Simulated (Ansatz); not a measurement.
Phonon-limited electron mobility of Si (Fd-3m) in cm²/(V·s), PBE, finite-displacement electron-phonon coupling, linearised Boltzmann equation (Ansatz, a first-principles code). Condition of this run: hydrostatic pressure 4 GPa (the target of the relaxation). Geometry: relaxed with this functional, without spin-orbit coupling.

```
Condition           μ
---------  ----------
150 K            6900
200 K      (withheld)
250 K            2250
300 K            1480
350 K            1040
400 K             765
500 K      (withheld)
600 K             304
```

Question: Complete the blanks.

Answer: 
- 200 K, μ: 3700
- 500 K, μ: 460

Question: What exponent p of μ ∝ T^−p fits 200 to 400 K (along x)?

Answer: p ≈ 2.3; acoustic deformation-potential scattering alone gives 1.5.

Scattering by harmonic phonons alone: no impurities, screening or carrier-carrier scattering, bands fixed at 0 K. From a coarser fine mesh the values given move by up to 5 %. The mesh was bound by memory.
